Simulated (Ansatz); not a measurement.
## Competing hops of C-vacancy pair in wurtzite AlN, neutral cell

Consider C-vacancy pair (C on one host N site, one N site vacant) in wurtzite AlN, neutral cell. Calculation: PBE, PAW (plane waves to 420 eV; Ansatz, a quantum-chemistry and plane-wave program).

72-site cell at the relaxed PBE lattice, the Γ point alone, smearing 0.01 eV, spin-restricted, no finite-size correction. Static, classical nuclei. The charge state is imposed; whether it is stable for some Fermi level was not computed. Forms of the defect that were not tried may lie lower.

Barriers: single points on a 2×2×2 k-point mesh shifted by half a step along c at the bands' geometries (they differ from the bands' own by up to 0.45 eV, and are uncertain by about as much).

```json
[
 {"Route": "one N atom jumps into the vacancy from a nearby N site (C-vacancy distance between ideal sites 3.09 → 5.02 Å)", "Start site over the lowest site run (eV)": "0.16", "Hop (Å)": "3.08", "Forward barrier (eV)": "3.80", "Backward barrier (eV)": "3.95", "Neighbours at the start": "Al at 1.90, 2 Al at 1.91, Al at 1.94 Å", "Neighbours at the saddle": "Al at 1.82, Al at 1.86 Å", "Saddle order": "not checked, on a symmetry element", "Forward, on the band's own sampling (eV)": "3.53"},
 {"Route": "C and the vacancy change places (C-vacancy distance between ideal sites 3.09 Å throughout)", "Start site over the lowest site run (eV)": "0.16", "Hop (Å)": "3.04", "Forward barrier (eV)": "3.97", "Backward barrier (eV)": "3.94", "Neighbours at the start": "Al at 1.86, 2 Al at 1.90, Al at 1.96 Å", "Neighbours at the saddle": "Al at 1.82, Al at 1.92, 2 Al at 2.30 Å", "Saddle order": "not checked, on a symmetry element", "Forward, on the band's own sampling (eV)": "3.71"},
 {"Route": "one N atom jumps into the vacancy from a nearby N site (C-vacancy distance between ideal sites 3.09 → 5.40 Å)", "Start site over the lowest site run (eV)": "0.16", "Hop (Å)": "3.07", "Forward barrier (eV)": "4.28", "Backward barrier (eV)": "3.97", "Neighbours at the start": "Al at 1.89, Al at 1.90, Al at 1.92, Al at 1.93 Å", "Neighbours at the saddle": "Al at 1.78, Al at 2.10, Al at 2.19, Al at 2.22, Al at 2.30 Å", "Saddle order": "not checked", "Forward, on the band's own sampling (eV)": "3.83"}
]
```

Paths come from CI-NEB runs. Of the routes that converged and passed our checks, the lowest saddle point lies 3.95 eV above the lowest of the sites run (one N atom jumps into the vacancy from a nearby N site (C-vacancy distance between ideal sites 3.09 → 5.02 Å)); other sites, such as split forms, and other routes may lie lower. A band can be held on a symmetry element, so unchecked saddle points there may be too high.
